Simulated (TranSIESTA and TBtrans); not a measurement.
Device: Sn chain bridged by a linear C2 unit along the axis. Leads: straight Sn chain, spacing 2.75 Å. Geometry: 4 atoms about the centre moved by SIESTA (PBE, DZP) to a largest force of 0.04 eV/Å, all others as built, motion along the axis alone. Transport runs along z; the first 4 and the last 4 of the 16 atoms are the lead cells, repeated to infinity.

```xyz
16
Lattice="9.000 0.000 0.000 0.000 9.000 0.000 0.000 0.000 41.040" Properties=species:S:1:pos:R:3 pbc="F F T"
Sn     4.500     4.500     0.000
Sn     4.500     4.500     2.750
Sn     4.500     4.500     5.500
Sn     4.500     4.500     8.250
Sn     4.500     4.500    11.000
Sn     4.500     4.500    13.750
Sn     4.500     4.500    16.467
C      4.500     4.500    18.507
C      4.500     4.500    19.782
Sn     4.500     4.500    21.823
Sn     4.500     4.500    24.540
Sn     4.500     4.500    27.290
Sn     4.500     4.500    30.040
Sn     4.500     4.500    32.790
Sn     4.500     4.500    35.540
Sn     4.500     4.500    38.290
```

Run with TranSIESTA and TBtrans (open boundaries, self-consistent; PseudoDojo norm-conserving potentials, scalar-relativistic): PAO.BasisSize DZP, PAO.EnergyShift 0.15 eV, XC.Authors PBE, Mesh.Cutoff 200 Ry, ElectronicTemperature 300 K, TS.Voltage 0.0 eV, TBT.Elecs.Eta 0.001 eV, no spin polarisation.

Energies count from the leads' Fermi level. Transmissions are for one spin of a degenerate pair. The energy step is 0.01 eV; narrower resonances are cut or missed.

| E (eV) | T |
|---|---|
| -0.20 | 1.73 |
| -0.15 | 1.76 |
| -0.10 | 1.78 |
| -0.05 | 1.79 |
| 0.00 | 1.79 |
| 0.05 | 1.79 |
| 0.10 | 1.79 |
| 0.15 | 1.77 |
| 0.20 | 1.76 |

Question: Give the zero-bias conductance in μS and the resistance at 300 K.

Answer: At the Fermi level T = 1.79. Averaged with −∂f/∂E over the full grid (kT = 25.9 meV) it is 1.79. With G0 = 2e²/h = 77.48 μS, G = 139 μS and R = 1/G = 7.19 kΩ.

Question: The eigenchannels at the Fermi level transmit 0.850, 0.850, 0.0934. What Fano factor of the shot noise follows at low temperature and bias?

Answer: F = Σ τ(1 − τ)/Σ τ = 0.340/1.79 = 0.19.

The straight chain is held at its spacing; free chains may zigzag or dimerise. No spin-polarised start was tried, so a magnetic state, if there is one, is missed.
